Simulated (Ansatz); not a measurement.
Na_Li in rock-salt LiF

All values below come from PBE, PAW (plane waves to 420 eV; Ansatz, a quantum-chemistry and plane-wave program). Cell: 64 sites, 2×2×2; final energies on a 2×2×2 shifted mesh. Site at the start: the Li site. Charged cells carry a point-charge image correction with potential alignment at far atoms. Dielectric constants: PBE linear response of the host. Host gap at this level: 8.83 eV. These values are not converged in cell size to better than tenths of an eV. The semilocal functional narrows the gap, so deep levels can fall outside it. Spin–orbit coupling is left out. Each state is the lowest found from its start.

Formation energies E_f are given with the Fermi level at the valence-band maximum. Chemical conditions: F-rich (Δμ(Li) = -5.89 eV, Δμ(Na) = -5.42 eV, bounded by NaF (Fm-3m); only phases computed here count, gases as isolated molecules at 0 K). Reference phases: Li: bcc Li, Na: bcc Na.

```
charge         moment (μB)  point group  largest move off a lattice site (Å)  image correction with alignment (eV)  E_f, F-rich (eV)
------  ------------------  -----------  -----------------------------------  ------------------------------------  ----------------
+1*                    1.0            –                                 0.12                                     –                 –
0       not spin-polarised           Oh                                 0.12                                  0.00              0.50
−1*                    1.0           Oh                                 0.16                                     –                 –
```

* At this level the carrier isn't localised at the defect: at charge +1 holes occupy the valence band; at charge −1 electrons occupy the conduction band. Such a state is shallow or no state of the defect, and this cell gives it no level.

Point groups are those of the whole cell at tolerances of 0.03 and 0.1 Å ("near" where only the looser one holds); none is given for unsettled states.

All states together cost around 23 core-minutes (rough).
